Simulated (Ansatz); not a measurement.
Consider YN in the rock salt structure (space group Fm-3m, No. 225; a = 4.856 Å).

Computed with PBEsol (Ansatz, a program for electronic structure, PAW, without spin-orbit coupling).

For the base:

* **Width of the top valence band**: 2.32 eV
* **Band gap**: 0.08 eV

Modification: the cell is scaled by 1.0100 in all directions; the atoms relax in the strained cell.

Task: Estimate the effect on the width of the top valence band and band gap.

Result: The width of the top valence band falls by 0.08 eV to 2.24 eV; the band gap grows by 0.05 eV to 0.13 eV.

Stability against distortions was not tested. The zero or small gap of YN can change with the level of theory.
